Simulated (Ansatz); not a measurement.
Cost and result by functional for the adsorption energy of NH2 on the 1x1 (110) surface of bcc Ta, one in a 2x2 cell, started at the site 'bridge Ta-Ta (span 2.9 Å)', in Ansatz (plane waves, PAW). Single points on the PBE structure, on one kind of machine; costs are rough ratios of the slab run's core time (references not counted) to the cheapest single point. r2SCAN's cost holds its higher cutoff (500 against 420 eV). Differences are taken against r2SCAN for comparison alone: no measured value is at hand, so the table doesn't rank accuracy.

Model: 19-atom slab, 6.8 Å thick at the start under the adsorbate (thin: gaps and levels are the slab's own), 5x5x1 mesh, Fermi-Dirac 0.1 eV, dipole correction, 8 atoms held, the rest relaxed; start symmetry kept, larger cells not searched; no spin, no spin-orbit, no U, no dispersion correction. At the end it is bonded to 2 Ta. In PBE it is, or lies within 0.03 eV of, the lowest of the starts that converged. These notes are the PBE run's. Adsorption energies are against NH3(g) − ½ H2(g). A negative adsorption energy means that the adsorbate is more stable on the surface than in its reference.

```tsv
functional	relative cost	adsorption energy (eV)	less r2SCAN (eV)
RPBE	1	-0.91	0.47
r2SCAN	2	-1.38	0.00
PBE (the relaxed run's value)	–	-1.12	0.26
```

The values span 0.47 eV, while the single points' costs differ by a factor of roughly 2. Differences are of unrounded values.

Ansatz is a program for electronic structure.
